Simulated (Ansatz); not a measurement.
Base system: SnSe2 in the CdI2 type structure (space group P-3m1, No. 164; a = 3.840 Å, c = 6.007 Å; layered, stacked along the Cartesian z axis). Axes: x lies along a and z along c of the hexagonal cell.

Calculations: Ansatz (a program for electronic structure) PBE-D3(BJ), without spin-orbit coupling.

Base values:

* **Smallest direct gap**: 0.82 eV
* **Pressure**: 0.0 kbar

Modification: biaxial strain +1.00 %, plane normal [001], relaxed out of plane (Cartesian); in-plane vectors clamped, the third vector and the atoms free.

What happens to the smallest direct gap?

The smallest direct gap decreases by 0.24 eV to 0.58 eV.

What happens to the out-of-plane strain?

The out-of-plane strain comes out as -1.18 %.

What does the calculation give for the pressure after the change?

The pressure (mean of the normal stresses, compression positive) goes from zero to -7.0 kbar.

Stability against distortions was not tested. A zero or small gap of SnSe2 under biaxial strain +1.00 %, plane normal [001], relaxed out of plane can be the functional's error rather than a property of the material.
